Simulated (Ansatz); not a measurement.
Base system: GaN in the wurtzite structure (space group P6_3mc, No. 186; a = 3.1831 Å, c = 5.1836 Å). Axes: x lies along a and z along c of the hexagonal cell.

Level of theory: r2SCAN in Ansatz (plane waves to 500 eV, PAW, without spin-orbit coupling).

Before the change:

| Item | Result |
|---|---|
| Band gap | 2.35 eV |
| Valence-band top at Γ | 0.00, 0.00, -0.04 eV |
| Shortest interatomic distance | 1.946 Å |

The change: a free-standing slab of 1 layer (4 atoms, 4 a layer) is cut normal to the y axis, with 15 Å of vacuum and the in-plane cell held at bulk.

Question: Predict the new band gap.

Answer: The band gap grows by 0.49 eV (2.35 eV → 2.84 eV).

Question: How does this affect the gap character?

Answer: The gap character amounts to direct at Γ.

Question: What happens to the valence-band top at Γ?

Answer: The valence-band top at Γ (three highest levels, from the VBM) changes from 0.00, 0.00, -0.04 eV to 0.00, -0.34, -0.96 eV.

Question: What does the calculation give for the shortest interatomic distance after the change?

Answer: The shortest interatomic distance decreases by 0.139 Å, from 1.946 Å to 1.807 Å.

No phonon test of stability was made. k-point labels follow each cell's own Brillouin zone.

Ansatz is an electronic-structure program.
